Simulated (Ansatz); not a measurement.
TiC: Ti → Cr

Take TiC in the rock salt structure (space group Fm-3m, No. 225; a = 4.2933 Å) as the base.

One thing is altered: full substitution Ti → Cr, then cell and atoms are relaxed.

Level of theory: Ansatz (a quantum-chemistry and plane-wave program), PBEsol, PAW, cutoff 420 eV, scalar-relativistic without spin-orbit coupling. k-mesh 20×20×20 (Γ-centred); smearing 0.05 eV (Fermi–Dirac), for the changed cell.

The density increases by 1.44 g/cm³ to 6.47 g/cm³ and the lattice parameter a shrinks by 0.2578 Å (4.293 Å → 4.036 Å). The space group stays Fm-3m (No. 225) and the band gap remains zero. The magnetic state goes from not spin-polarised to ferromagnetic and the largest site moment goes from zero to 0.69 μB.

Final structure:

```
CrC
1.0
    0.00000     2.01775     2.01775
    2.01775     0.00000     2.01775
    2.01775     2.01775     0.00000
C Cr
1 1
Direct
  0.00000   0.00000   0.00000
  0.50000   0.50000   0.50000
```

The magnetic state is the one reached from the starting moments; the real material's order can differ, and small cells can't hold many antiferromagnetic ones. Whether these cells are dynamically stable was not tested. For CrC in this form, whether it has been made was not checked. Spin-polarised in the final run: CrC; the other runs are not.
